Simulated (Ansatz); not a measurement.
A self-consistent single point of BaTiO₃ (R3m, 5 atoms in the cell) with Ansatz (a quantum-chemistry and plane-wave program).

Computed with LDA (PW92), default PAW files made with PBE (plane waves; Ansatz).

The change in words: lattice scaled by 0.98; basis.ecutwfc: 420 eV → 735 eV. Reference geometry:
```
CELL_PARAMETERS angstrom
      2.83401     1.63622     2.32388
     -2.83401     1.63622     2.32388
      0.00000    -3.27244     2.32388
ATOMIC_POSITIONS crystal
  Ba 0.00731 0.00731 0.00731
  Ti 0.51333 0.51333 0.51333
  O  0.48895 0.97972 0.48895
  O  0.48895 0.48895 0.97972
  O  0.97972 0.48895 0.48895
```

Reference input (self-consistent single point, DFT, LDA (PW92), plane waves, default PAW files made with PBE): basis.ecutwfc = 420 eV; kpoints.mp_grid.grid = 6 6 6; hamiltonian.xc = lda; hamiltonian.pseudopotentials = {kind: paw} (the program's default PAW files); scf.occupations.method = fermi_dirac; scf.occupations.width = 0.01 eV. This run's input differs from it in these lines:

Ansatz 0.2 input:
```diff
@@ -2,5 +2,5 @@
   lattice:
-    - [2.834014, 1.636219, 2.323882]
-    - [-2.834014, 1.636219, 2.323882]
-    - [0.000000, -3.272438, 2.323882]
+    - [2.777334, 1.603495, 2.277404]
+    - [-2.777334, 1.603495, 2.277404]
+    - [0.000000, -3.206989, 2.277404]
   atoms:
@@ -12,3 +12,3 @@
 basis:
-  ecutwfc: 420.0
+  ecutwfc: 735.0
 kpoints:
```

Output, abridged:

```
SCF iter   1: F=—  HF=-9904.539029 eV  |F-HF|=—  |Δ(HF+E_count)|=         —  Δρ=1.82e-2  dr2=1.91e-1  ethr=1.77e-3  ⟨swp⟩=6.8  Hψ=4182  notcnv=0
all-band conjugate gradients solve this SCF's bands
preconditioner: auto → Resta (q_TF=auto, 2.544 Å⁻¹)
SCF iter   2: F=—  HF=-9904.503007 eV  |F-HF|=—  |Δ(HF+E_count)|=   3.60e-2  Δρ=5.85e-3  dr2=2.33e-2  ethr=4.77e-4  ⟨swp⟩=2.8  Hψ=1554  notcnv=0  defer=32
SCF iter   3: F=—  HF=-9904.499076 eV  |F-HF|=—  |Δ(HF+E_count)|=   3.93e-3  Δρ=1.98e-3  dr2=2.80e-3  ethr=5.83e-5  ⟨swp⟩=2.0  Hψ=1147  notcnv=0  defer=32
SCF iter   4: F=—  HF=-9904.498493 eV  |F-HF|=—  |Δ(HF+E_count)|=   5.83e-4  Δρ=1.87e-4  dr2=3.13e-5  ethr=7.01e-6  ⟨swp⟩=2.0  Hψ=1155  notcnv=0  defer=32
SCF iter   5: F=—  HF=-9904.498487 eV  |F-HF|=—  |Δ(HF+E_count)|=   5.55e-6  Δρ=2.87e-5  dr2=6.40e-7  ethr=7.82e-8  ⟨swp⟩=2.2  Hψ=1217  notcnv=0  defer=32
SCF iter   6: F=-9904.498487 eV  HF=-9904.498487 eV  |F-HF|=1.33e-8  |Δ(HF+E_count)|=   2.05e-7  Δρ=7.47e-6  dr2=2.65e-8  ethr=2.50e-10  ⟨swp⟩=10.0  Hψ=3905  notcnv=0
SCF 1 converged in 6 iterations: F = -9904.498487 eV  dr2 = 2.65e-8
Free energy (F): -9904.498487 eV
Internal energy: -9904.498487 eV  (E = F + TS)
E sigma→0 (E₀):  -9904.498487 eV
Fermi energy:    11.875379 eV
--- Forces (eV/Å), atoms counted from 1 ---
  atom   1  Ba    -0.00000000    -0.00000002    -0.31248291
  atom   2  Ti     0.00000000    -0.00000002    -0.33054264
  atom   3  O     -0.33766521     0.19495112     0.21433464
  atom   4  O     -0.00000000    -0.38990219     0.21433468
  atom   5  O      0.33766521     0.19495112     0.21433464
--- Stress (GPa, compression-positive) ---
        4.220897      -0.000000       0.000000
       -0.000000       4.220897      -0.000000
        0.000000      -0.000000       3.708846
  P = ⅓ Tr σ = 4.0502 GPa (40.502 kbar)
  The stress holds the Pulay correction. Without it, at fixed plane waves, as pw.x and ABINIT print it: P = 4.0388 GPa
```

The run converged in 6 iterations. Against the reference run the free energy goes down by 13.6 meV/atom, the pressure goes from -6.89 to 4.05 GPa, the largest force goes from 0.303 to 0.445 eV/Å and the gap on the mesh goes from 2.358 to 2.515 eV.

The starting cell comes from a database of computed structures (which also holds hypothetical and non-ambient phases and stackings), without a prior relaxation at this level. Its lattice was rescaled by up to half a per cent. One atom was moved a little off its site on purpose. For this run, on top of that: lattice scaled by 0.98. Ansatz's pressure includes its estimate of the finite-basis (Pulay) stress.
